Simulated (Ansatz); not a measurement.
The reference is ZnSe in the zinc blende structure (space group F-43m, No. 216; a = 5.633 Å). Axes: x, y, z lie along the cube axes.

Method: Ansatz (a first-principles code), PBEsol, PAW, cutoff 420 eV, spin-orbit coupling left out.

One thing is altered: uniaxial strain ε_zz = +0.50 %, all other strain components held at zero, atoms relaxed at fixed cell.

Question: Predict the stress tensor and what it implies for the stiffness.

Answer: Stress of the strained cell less that of the base (GPa, compression positive):
```
  -0.26    0.00    0.00
   0.00   -0.26    0.00
   0.00    0.00   -0.44
```

Then −Δσ_ii/ε with ε = 0.0050 gives relaxed-ion elastic constants: C33 ≈ 89 GPa, C13 ≈ 52 GPa and C23 ≈ 52 GPa.

Stability against distortions was not tested.
